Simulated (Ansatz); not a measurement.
**Carrier properties of MoSe2 under load (space group P6_3/mmc)**

Data:

```xyz
6
Lattice="3.2498 0.0000 0.0000 -1.6249 2.8144 0.0000 0.0000 0.0000 12.6189" Properties=species:S:1:pos:R:3 pbc="T T T"
Mo     1.6249     0.9381     9.4642
Mo     0.0000     1.8763     3.1547
Se     0.0000     1.8763    11.1320
Se     1.6249     0.9381     1.4870
Se     1.6249     0.9381     4.8225
Se     0.0000     1.8763     7.7964
```

Calculation: PBEsol+D3BJ with spin-orbit coupling, rigid bands (plane waves, PAW; Ansatz, a program for electronic structure). Condition of this run: hydrostatic pressure -2 GPa (the target of the relaxation). Cell: cell and atoms relaxed with PBEsol+d3bj, then loaded as said.

The band gap comes out as 0.65 eV, the electron conductivity mass (300 K, dilute) is 0.54 (x), 0.54 (y), 0.46 (z) mₑ and the hole conductivity mass (300 K, dilute) is 0.75 (x), 0.75 (y), 1.59 (z) mₑ. The effective density of states N_c (300 K) is 5.5e19 cm⁻³ and the effective density of states N_v (300 K) is 2.4e19 cm⁻³. The density-of-states mass, electrons is 1.69 mₑ and the density-of-states mass, holes comes out as 0.96 mₑ. The Seebeck coefficient, n-type 1e19 cm⁻³, 300 K is -361 μV/K and the best n-type power factor at 300 K for τ = 10 fs (best axis; densities from 1e16 to 1e21 cm⁻³ tried, whether or not they can be reached) is 18.7 μW/(cm·K²) at 3e20 cm⁻³. The Seebeck coefficient, p-type 1e19 cm⁻³, 300 K is 291 μV/K.

Rigid bands; masses and Seebeck coefficients take one relaxation time τ for all states and one kind of carrier; polarons and phonon drag are left out. Geometry: cell and atoms relaxed with PBEsol+D3(BJ).

PBEsol with a dispersion correction tends to overbind, so the cell can be several per cent short, in bad cases over ten, which usually narrows a gap: MoSe2 under load (space group P6_3/mmc).
